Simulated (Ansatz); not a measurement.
# SnO2 (model structure, within 0.1 Å of I4/mcm, No. 140, 6 atoms in the cell)

All values below come from PBEsol in Ansatz (plane waves, PAW).

Numerical settings: plane-wave cutoff 500 eV, 12×12×12 k mesh, Fermi–Dirac smearing 0.05 eV, scalar-relativistic PAW data made under PBE.

Cell (relaxed at this level):

```cif
data_O4Sn2
_chemical_formula_sum 'O4 Sn2'
_space_group_name_H-M_alt 'P 1'
_space_group_IT_number 1
_cell_length_a 4.90093
_cell_length_b 4.90093
_cell_length_c 4.90093
_cell_angle_alpha 110.164
_cell_angle_beta 110.134
_cell_angle_gamma 108.125
loop_
_space_group_symop_operation_xyz
  'x, y, z'
loop_
_atom_site_label
_atom_site_type_symbol
_atom_site_fract_x
_atom_site_fract_y
_atom_site_fract_z
_atom_site_occupancy
O1 O 0.82515 0.82500 0.65016 1
O2 O 0.32515 0.67500 0.00015 1
O3 O 0.67485 0.32500 0.99985 1
O4 O 0.17485 0.17500 0.34984 1
Sn1 Sn 0.75000 0.75000 0.00000 1
Sn2 Sn 0.25000 0.25000 0.00000 1
```

```
Property                        Value
--------  ---------------------------
band gap  0.85 eV (on the SCF k mesh)
```

Spin–orbit coupling is not included.

It cost roughly 29 core-minutes of CPU time.

A model structure was made by putting elements into a prototype or built by hand; it is no filed structure, need not be a known phase, and can be a saddle point held by its symmetry.

Ansatz is an electronic-structure program.
